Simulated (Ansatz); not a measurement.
A periodic model of amorphous In18Ga18Zn18O70:

```xyz
124
Lattice="11.7116 -0.1011 0.1423 -0.1011 12.1066 -0.3040 0.1423 -0.3040 11.4203" Properties=species:S:1:pos:R:3 pbc="T T T"
In     7.1789    -0.0512    10.9601
In     4.5721     1.2976     6.5800
In     3.0797     3.1644    10.6214
In    10.6556     0.8154     5.4685
In     0.6915     0.2528    10.6390
In     0.5353     7.9977     5.8115
In     7.1223     0.1508     2.9933
In    10.1264     0.0481     1.7936
In     8.2419     9.0600     1.4186
In     8.8011     3.7224     3.8813
In    10.3823     7.0665     8.3945
In    10.0167     9.9508     4.1999
In     5.5784     3.5714     0.3264
In     1.1596     1.7772     7.7210
In     2.3357     5.7115     1.7590
In     9.0938     6.8641     5.0103
In     5.1005     6.7095    11.2699
In    10.2083     6.1896     1.5970
Ga     2.4986     9.9159    -0.0411
Ga     0.2792     5.1299     4.1511
Ga     3.8127     0.0101     9.6833
Ga     6.1627     5.6119     5.2948
Ga     4.3810     9.7897     6.2273
Ga     7.1727     6.9717     8.2619
Ga     5.1771     2.9030     3.7518
Ga     3.9777     0.8163     1.4848
Ga     6.6629     6.2195     2.3432
Ga     9.4858     3.6575     7.2823
Ga     9.0606     2.8958     0.6056
Ga     0.8966     5.1859     7.6026
Ga     1.1964    11.6248     2.3673
Ga     0.2544     2.9163     1.9707
Ga     3.8636     7.1467     3.8518
Ga     6.7377     2.4203     8.6201
Ga    11.7326     3.5668    10.6792
Ga     4.6416     4.9381     8.1728
Zn     8.6036     4.7365    10.2293
Zn     6.6223     9.1569     4.3452
Zn     6.9345    11.1244     7.5292
Zn    10.8524    10.3966     7.6416
Zn     1.2935     8.7852     2.7342
Zn     8.5639     9.6378     9.6116
Zn     5.2463     9.3021     9.2581
Zn     5.4087    10.1625     0.9337
Zn     2.9420     4.5520     5.5053
Zn     1.7450    11.1716     5.5464
Zn     3.8482    10.8635     3.3848
Zn     1.9241     6.5421     9.9324
Zn     2.0973     2.0011     4.3917
Zn     7.5703     1.7316     5.7041
Zn     3.4353     7.2336     7.0461
Zn     1.8278     9.3612     8.5337
Zn    11.3614     9.0461    11.1492
Zn     9.8843     0.9516     8.9982
O      3.0374     5.8684     8.3201
O      8.3257    11.6593     8.8905
O     10.4705     2.0189     7.2832
O      3.7886     9.0619     7.8749
O      5.8074     7.0403     3.9499
O      3.7826    11.4272     5.5189
O     10.3005     4.6747    11.3332
O      8.4490     5.8122     2.8648
O     10.3655     9.0784     9.1420
O      6.4414     4.3035     3.9426
O     10.2092     5.0681     4.7629
O      9.9292    11.0609     5.9768
O      5.7815     6.0555     9.2148
O      1.1837     3.9562     0.7141
O      7.0172     8.7880     8.5985
O      1.4964     8.4259    10.3139
O      8.1744     3.5910     5.9608
O     10.0522     8.1696     0.8850
O      6.0783     1.3507     4.4003
O      2.9278     7.7682     2.3697
O      3.8344     2.7197     5.0948
O      7.4067     6.4694     6.3952
O      8.6555    10.8604     2.5512
O      8.3998     1.1636     1.1609
O      4.4620     8.7263    10.9830
O      0.3341     6.0258     2.4820
O      3.1602     5.8420    11.2776
O      8.6109     6.4413     9.3109
O      5.3084     5.4708     1.3029
O      2.2811    10.9025     9.8682
O     10.1044     3.2599     2.1692
O      8.9544     1.4752     4.2841
O      0.9738    10.1113     1.1824
O      8.3396     3.3463     8.7754
O      6.2149     9.9694     6.0899
O      4.6205     5.5268     6.3023
O      0.8453     4.9552     9.5095
O      5.3831    11.2916     9.2028
O      0.7670     3.3241     3.7192
O      4.6688     2.5958     2.0134
O      5.2009     3.2115     7.9037
O     11.1601    11.6974     3.3362
O      1.9657    10.4440     3.7215
O      1.0944     0.9060     5.7337
O      3.3143     5.3366     3.6547
O     10.7571    10.9377    11.1434
O      3.2141     0.9172     8.1507
O      0.7941     7.1733     7.8407
O      5.7245    10.3524     3.0167
O     11.4662     8.4074     4.0403
O     10.6597     5.0177     7.6526
O      2.7124     0.7839     2.9684
O      6.3599     1.7869    10.3096
O      7.6452     4.0882     0.3919
O      6.6452     7.7305     1.1749
O      1.2726     2.2514     9.8327
O     11.6737     0.0097     8.7591
O      0.9996     9.8594     6.8006
O      6.6403     1.0084     7.2801
O     10.1427     7.9199     6.4516
O      3.4482     1.0125    11.2331
O      8.4164     8.5376     3.8620
O      3.5262    10.9565     1.1905
O     10.4109     2.0742    10.6607
O      1.7266     3.6616     6.8801
O      5.8171     0.1975     1.3102
O      0.3927     1.1301     1.3818
O      1.2572     5.9580     5.5008
O      7.3500    10.2846    -0.1262
O      3.5239     8.2502     5.3500
```

The numbers are results of PBE, scalar-relativistic without spin-orbit coupling (plane waves to 420 eV, PAW; Ansatz, a program for electronic structure), not measurements. The usual formal charges leave 4 electrons over, so the level spacing at the Fermi energy parts defect or band states and needn't be the band gap.

Preparation: random packing, a CHGNet melt and quench, and a DFT relaxation. O atoms were pushed apart under 1.9 Å during the dynamics, to hinder bonds among them. The hot cell started wider than the set density and was brought back towards it in steps. It is the lowest in DFT energy of 4 quenches. It is a model cell: composition and starting density were chosen by hand, and all elements were melted together. No dispersion term was used. Its density started from a set value of 6.04 and ended at 5.77 g/cm³. Cooling (nominally 83 K/ps over its main leg) ran many orders faster than in experiment, which tends to leave more defects and strain. One small periodic cell is one sample of the glass; other quenches scatter about these values. Volume and shape were free in the relaxation. On a 2×2×2 Γ-centred mesh force components of up to 0.14 eV/Å stay, since the relaxation ran on the zone centre alone.

Cut-offs for bonds: In-In 3.12 Å, In-Ga 2.90 Å, In-Zn 2.90 Å, In-O 2.80 Å, Ga-Ga 2.68 Å, Ga-Zn 2.68 Å, Ga-O 2.58 Å, Zn-Zn 2.68 Å, Zn-O 2.60 Å, O-O 1.58 Å. Two cations that share two anions don't count as bonded, nor two that share one unless they lie closer than In-In 3.04 Å, In-Ga 2.82 Å, In-Zn 2.82 Å, Ga-Ga 2.61 Å, Ga-Zn 2.61 Å, Zn-Zn 2.61 Å.

Give the coordination numbers, mean bond lengths and angles.


```json
{
 "Mean coordination of In by anions": "5.17 (3 with 4, 9 with 5, 6 with 6); 2 close contacts or bonds to cations besides",
 "Mean coordination of Ga by anions": "4.44 (11 with 4, 6 with 5, 1 with 6)",
 "Mean coordination of Zn by anions": "4.39 (11 with 4, 7 with 5)",
 "Mean coordination of O": "3.60 (29 with 3, 40 with 4, 1 with 5)",
 "Mean In-O bond": "2.223 Å (spread 0.139 Å, 93 counted)",
 "Mean Ga-O bond": "1.941 Å (spread 0.124 Å, 80 counted)",
 "Mean Zn-O bond": "2.070 Å (spread 0.133 Å, 79 counted)",
 "Mean In-In close contact": "2.873 Å (spread 0.000 Å, 1 counted)",
 "Bond angle at In": "mean 105.0°, spread 27.7°",
 "Bond angle at Ga": "mean 107.5°, spread 21.4°",
 "Bond angle at Zn": "mean 106.9°, spread 22.5°",
 "Bond angle at O": "mean 110.6°, spread 15.0°"
}
```

List the pairs of like atoms that count as bonded by the rules above.

In3-In13 (2.87 Å).
